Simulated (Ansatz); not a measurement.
```xyz
48
Lattice="24.0000 0.0000 0.0000 0.0000 24.0000 0.0000 0.0000 0.0000 5.6933" Properties=species:S:1:pos:R:3 pbc="T T T"
Mg    18.3340    12.0000     3.7994
O     18.1610    13.6508     4.7406
O     18.3784    12.0000     1.8939
Mg    17.4854    15.1670     3.7994
O     16.5102    16.5102     4.7406
Mg    18.1182    13.6394     0.9528
O     17.5238    15.1892     1.8939
Mg    15.1670    17.4854     3.7994
O     13.6508    18.1610     4.7406
Mg    16.4788    16.4788     0.9528
O     15.1892    17.5238     1.8939
Mg    12.0000    18.3340     3.7994
O     10.3492    18.1610     4.7406
Mg    13.6394    18.1182     0.9528
O     12.0000    18.3784     1.8939
Mg     8.8330    17.4854     3.7994
O      7.4898    16.5102     4.7406
Mg    10.3606    18.1182     0.9528
O      8.8108    17.5238     1.8939
Mg     6.5146    15.1670     3.7994
O      5.8390    13.6508     4.7406
Mg     7.5212    16.4788     0.9528
O      6.4762    15.1892     1.8939
Mg     5.6660    12.0000     3.7994
O      5.8390    10.3492     4.7406
Mg     5.8818    13.6394     0.9528
O      5.6216    12.0000     1.8939
Mg     6.5146     8.8330     3.7994
O      7.4898     7.4898     4.7406
Mg     5.8818    10.3606     0.9528
O      6.4762     8.8108     1.8939
Mg     8.8330     6.5146     3.7994
O     10.3492     5.8390     4.7406
Mg     7.5212     7.5212     0.9528
O      8.8108     6.4762     1.8939
Mg    12.0000     5.6660     3.7994
O     13.6508     5.8390     4.7406
Mg    10.3606     5.8818     0.9528
O     12.0000     5.6216     1.8939
Mg    15.1670     6.5146     3.7994
O     16.5102     7.4898     4.7406
Mg    13.6394     5.8818     0.9528
O     15.1892     6.4762     1.8939
Mg    17.4854     8.8330     3.7994
O     18.1610    10.3492     4.7406
Mg    16.4788     7.5212     0.9528
O     17.5238     8.8108     1.8939
Mg    18.1182    10.3606     0.9528
```

All values below come from PBE (plane waves to 420 eV, PAW; Ansatz, a first-principles code). Mesh 1×1×6. No spin polarisation. Periodic along z alone, with about 11 Å of vacuum beside it. A hypothetical model, rolled from the flat sheet. It keeps the symmetry and period of its start, so it need not be a minimum against all distortions.

Question: Tabulate the two highest filled and two lowest empty levels along the axis, from the valence top.

Answer: 
| k (2π/c) | v2 (eV) | v1 (eV) | c1 (eV) | c2 (eV) |
|---|---|---|---|---|
| 0.000 | 0.00 | 0.00 | 3.28 | 3.49 |
| 0.042 | 0.00 | 0.00 | 3.29 | 3.50 |
| 0.083 | -0.01 | -0.01 | 3.34 | 3.54 |
| 0.125 | -0.02 | -0.02 | 3.40 | 3.60 |
| 0.167 | -0.03 | -0.03 | 3.49 | 3.69 |
| 0.208 | -0.04 | -0.04 | 3.60 | 3.80 |
| 0.250 | -0.04 | -0.04 | 3.73 | 3.92 |
| 0.292 | -0.06 | -0.06 | 3.88 | 4.06 |
| 0.333 | -0.07 | -0.07 | 4.03 | 4.22 |
| 0.375 | -0.08 | -0.08 | 4.20 | 4.39 |
| 0.417 | -0.08 | -0.08 | 4.39 | 4.57 |
| 0.458 | -0.08 | -0.08 | 4.58 | – |
| 0.500 | -0.08 | -0.08 | – | – |
A dash stands for levels within 1 eV of the vacuum level or above it.
